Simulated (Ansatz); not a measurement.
CaTiO₃ (Pnma, No. 62) was calculated with rVV10 (Ansatz, a quantum-chemistry and plane-wave program, plane waves, PAW).

Input:

Ansatz 0.2 input:
```yaml
crystal:
  lattice:
    - [5.4753226225, 0.0, 0.0]
    - [0.0, 5.5817938814, 0.0]
    - [0.0, 0.0, 7.7922026108]
  atoms:
    - { symbol: Ca, position: [0.9908738533, 0.4559976002, 0.25] }
    - { symbol: Ca, position: [0.5091261467, 0.9559976002, 0.25] }
    - { symbol: Ca, position: [0.0091261467, 0.5440023998, 0.75] }
    - { symbol: Ca, position: [0.4908738533, 0.0440023998, 0.75] }
    - { symbol: Ti, position: [0.0, 0.0, 0.0] }
    - { symbol: Ti, position: [0.5, 0.5, 0.5] }
    - { symbol: Ti, position: [0.0, 0.0, 0.5] }
    - { symbol: Ti, position: [0.5, 0.5, 0.0] }
    - { symbol: O, position: [0.0805051275, 0.0207509469, 0.25] }
    - { symbol: O, position: [0.4194948725, 0.5207509469, 0.25] }
    - { symbol: O, position: [0.9194948725, 0.9792490531, 0.75] }
    - { symbol: O, position: [0.5805051275, 0.4792490531, 0.75] }
    - { symbol: O, position: [0.2075487819, 0.291544644, 0.542184988] }
    - { symbol: O, position: [0.2924512181, 0.791544644, 0.957815012] }
    - { symbol: O, position: [0.7924512181, 0.708455356, 0.042184988] }
    - { symbol: O, position: [0.7075487819, 0.208455356, 0.457815012] }
    - { symbol: O, position: [0.7924512181, 0.708455356, 0.457815012] }
    - { symbol: O, position: [0.7075487819, 0.208455356, 0.042184988] }
    - { symbol: O, position: [0.2075487819, 0.291544644, 0.957815012] }
    - { symbol: O, position: [0.2924512181, 0.791544644, 0.542184988] }
basis:
  ecutwfc: 520
  ecutrho_ratio: 4
  xc_grid: 2
kpoints:
  mp_grid: { grid: [6, 6, 6] }
hamiltonian:
  xc: { exchange: rpw86, correlation: pbe }
  dispersion: rvv10
  pseudopotentials: { kind: paw }
scf:
  occupations: { method: fermi_dirac, width: 0.01 }
output:
  forces: true
  stress: true
  eigenvalues: true
relax:
  f_tol: 0.004
  escape_saddle: false
  max_steps: 80
  cell: { stress_tol: 0.02, fix: [volume] }
```

Excerpt of the program's output:

```
Relaxation: its limit of steps is 80 (relax.max_steps)
Crystal: 20 atoms, lattice volume = 238.146 Å³
Basis set: ecut = 520 eV, 6421 PW (Γ), exchange–correlation on 90×90×120 points (8 copies of the dense FFT grid, shifted against one another)
Bands: 100, of which v1, the nominal top of the filled ones, is band 80 counted from 1 (79 counted from 0)
Symmetry: 8 space group operations
Space group: Pnma (ITA 62), of the structure as read, at distance tolerance 6.2e-5 Å
k-points: 64 of 216
Functional: x = rpw86, c = pbe(β = 0.06672455060314922) + rvv10(b = 6.3, C = 0.0093)
SCF iter   1: F=—  HF=-24316.043927 eV  |F-HF|=—  |Δ(HF+E_count)|=         —  Δρ=1.21e-2  dr2=2.08e-1
SCF iter   2: F=—  HF=-24316.000219 eV  |F-HF|=—  |Δ(HF+E_count)|=   4.37e-2  Δρ=3.19e-3  dr2=2.04e-2
  ...
SCF 1 converged in 7 iterations: F = -24315.997070 eV  dr2 = 1.60e-8
Crystal: 20 atoms, lattice volume = 238.146 Å³
Basis set: ecut = 520 eV, 6413 PW (Γ), exchange–correlation on 90×90×120 points (8 copies of the dense FFT grid, shifted against one another)
Initial density: handed on by an earlier stage of this run
  ...
E sigma→0 (E₀):  -24316.004256 eV
Fermi energy:    9.283899 eV
--- Stress (GPa, compression-positive) ---
       -6.365468       0.000000       0.000000
        0.000000      -6.357476       0.000000
        0.000000       0.000000      -6.355230
  P = ⅓ Tr σ = -6.3594 GPa (-63.594 kbar)
```

The cell is one volume of an energy–volume scan, off the minimum.

The PAW data were made under PBE.

Note: the relaxation could not lower the start's symmetry, so the cell can be a saddle point above a distorted one. Note: the volume lies 7 % above that of the published cell.

Cost on a shared machine: roughly 6 core-minutes.
